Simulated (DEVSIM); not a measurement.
Device: Cr/Si3N4/p-In0.53Ga0.47As capacitor, at 300 K.

Layer 1 from the left is Si3N4, thickness (nm) 2.90. Layer 2 from the left is In0.53Ga0.47As, thickness (nm) 860, Na (cm⁻³) 4.3e17.

Metal gate on the left, work function 4.5 eV. Fixed charge at the semiconductor interface 0 cm⁻² (in units of +e); interface traps 2e12 cm⁻² eV⁻¹, uniform in energy, neutral level at 0.5 of the gap above the valence band.

The device is made up for the run: typed textbook-type constants, with dimensions and the other settings drawn at random. Values at 300 K.

Si3N4: gap (eV) 5.1, affinity (eV) 2.1, permittivity 7.5. In0.53Ga0.47As: gap (eV) 0.74, affinity (eV) 4.51, permittivity 13.9, Nc (cm⁻³) 2.1e17, Nv (cm⁻³) 7.7e18.

Simulated with DEVSIM: 1D Poisson equation in equilibrium, Boltzmann statistics, complete ionisation; no quantum confinement or tunnelling. Metal contacts follow the ideal Schottky-Mott rule: no Fermi-level pinning, no interface dipoles.

### Question
What does the simulation give for the minimum of the low-frequency capacitance, the flat-band voltage?

### Answer
minimum of the low-frequency capacitance 0.477 μF/cm²; flat-band voltage -0.72 V.
